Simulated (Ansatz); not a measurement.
Base system: Hf in the hcp (Mg type) structure (space group P6_3/mmc, No. 194; a = 3.158 Å, c = 5.004 Å; relaxed with 0.1 eV smearing).

Computed with PBEsol/PAW in Ansatz (a first-principles code), no spin-orbit coupling.

Strains are applied to the cell and any free atomic positions relax.

One change was made to it. Results:

The energy rises by 29 meV/atom; the pressure (mean of the normal stresses, compression positive) goes from zero to 7.6 GPa; the band gap is still zero.

Which change produced these results?
A. isotropic strain −2.50 %
B. isotropic strain +0.50 %
C. isotropic strain −2.00 %
D. isotropic strain −3.00 %

C, isotropic strain −2.00 %. For comparison, the energy relative to the base in the other runs: isotropic strain −2.50 % gives +46 meV/atom; isotropic strain +0.50 % gives +1.7 meV/atom; isotropic strain −3.00 % gives +67 meV/atom.

Whether these cells are dynamically stable was not tested. The final runs are not spin-polarised.
